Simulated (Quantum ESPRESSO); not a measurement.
**Parameter sweep on SiC (P6_3mc, 12 atoms in the cell)**

```
SiC
1.0
    3.10677     0.00000     0.00000
   -1.55339     2.69054     0.00000
    0.00000     0.00000    15.24604
Si C
6 6
Cartesian
  0.00000   1.79370  12.69980
  1.55339   0.89685   5.07678
  1.55339   0.89685  10.16149
  0.00000   1.79370   2.53847
  0.00000   0.00000   7.61890
  0.00000   0.00000  15.24192
  0.00000   0.00000  13.33068
  0.00000   0.00000   5.70766
  0.00000   1.79370  10.79420
  1.55339   0.89685   3.17118
  1.55339   0.89685   8.25604
  0.00000   1.79370   0.63302
```

Base run A: PBE, GBRV 1.5 ultrasoft (PBE) pseudopotentials (Quantum ESPRESSO 7.5), self-consistent single point.

Its settings: ecutwfc = 40 Ry; ecutrho = 200 Ry; occupations = fixed; potentials = {Si: si_pbe_v1.uspp.F.UPF, C: c_pbe_v1.2.uspp.F.UPF}; K_POINTS = automatic 8 8 2 0 0 0; nbnd = 30; conv_thr = 1e-11 Ry.

The starting cell comes from a database of computed structures (which also holds hypothetical and non-ambient phases and stackings), without a prior relaxation at this level. Its lattice was rescaled by a random factor within 2.5 % of one.

ΔF is the free energy per atom less that of run A. 

Run A gave: pressure (GPa) -2.66; gap on the mesh (eV) 2.041; iterations 14.

Runs:
- B: diagonalization: default → cg
- C: diagonalization: default → paro
- D: diagonalization: default → rmm-davidson
- E: diagonalization: default → rmm-paro
- F: diago_david_ndim: default → 3
- G: diago_david_ndim: default → 4
- H: diago_full_acc: default → true

**Question.** Which runs reach the base run's state, and which is quickest in iterations?

**Answer.** Runs B, C, D, E, F, G, H gave the same state as A (within 1 meV/atom). The fewest iterations to that state were 11 (C); the most were 16.

```csv
run,ΔF (meV/atom),pressure (GPa),gap on the mesh (eV),iterations
A,0.00,-2.66,2.041,14
B,0.00,-2.66,2.041,14
C,0.00,-2.66,2.041,11
D,0.00,-2.66,2.041,16
E,0.00,-2.66,2.041,15
F,0.00,-2.66,2.041,12
G,0.00,-2.66,2.041,12
H,0.00,-2.66,2.041,14
```
